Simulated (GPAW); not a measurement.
Band structure of AsS (Cmc2_1, 12 atoms in the cell).

```
AsS
1.0
    6.90080    -2.80454     0.00000
    6.90080     2.80454     0.00000
    0.00000     0.00000     7.15048
As S
6 6
Direct
  0.06144   0.93856   0.49065
  0.93856   0.06144   0.99065
  0.31487   0.38929   0.99336
  0.68513   0.61071   0.49336
  0.61071   0.68513   0.99336
  0.38929   0.31487   0.49336
  0.36259   0.63741   0.83189
  0.63741   0.36259   0.33189
  0.02493   0.25119   0.67057
  0.97507   0.74881   0.17057
  0.74881   0.97507   0.67057
  0.25119   0.02493   0.17057
```

Computed with PBEsol, LCAO dzp, GPAW PAW datasets PBEsol (made by gpaw-setup) run with GPAW.

Settings: mode = lcao; h = 0.18 Å; basis = dzp; xc = PBEsol; kpts = 4 4 3; mesh shift (steps) = 0 0 0; occupations.name = methfessel-paxton; occupations.width = 0.2 eV; occupations.order = 1; convergence.forces = 0.001 eV/Å; symmetry.symmorphic = false; symmetry.tolerance = 0.0005; maxiter = 100; bandpath_npoints = 30.

The starting cell comes from a database of computed structures (which also holds hypothetical and non-ambient phases and stackings), without a prior relaxation at this level. Its lattice was rescaled by a random factor within 2.5 % of one. Values carry the incompleteness of an atom-centred basis. The run gives no clean gap (levels at the Fermi energy touch, overlap or are partly filled at this smearing), which alone does not show that the compound is a metal.

Levels in eV from the Fermi level, bands 30 to 35:
| point | 30 | 31 | 32 | 33 | 34 | 35 |
|---|---|---|---|---|---|---|
| Γ | -1.77 | -0.54 | -0.52 | 0.31 | 0.32 | 0.58 |
| X | -1.85 | -0.98 | -0.69 | -0.57 | 0.32 | 0.34 |
| S | -1.76 | -0.86 | -0.79 | -0.45 | 0.21 | 0.75 |
| R | -1.67 | -0.44 | -0.44 | -0.15 | -0.15 | 0.80 |
| A | -1.73 | -0.15 | -0.15 | -0.13 | -0.13 | 0.78 |
| Z | -2.10 | -0.57 | -0.57 | -0.23 | -0.23 | 0.83 |
| Y | -2.16 | -1.39 | -1.19 | 0.18 | 0.63 | 1.26 |
| X1 | -1.85 | -0.98 | -0.69 | -0.57 | 0.32 | 0.34 |
| A1 | -1.73 | -0.15 | -0.15 | -0.13 | -0.13 | 0.78 |
| T | -2.14 | -0.18 | -0.18 | -0.14 | -0.14 | 0.68 |

Bands cross the Fermi level along this path, so the cell is metallic at this level.

Higher empty bands are left out: an atom-centred basis made for the valence describes them poorly.
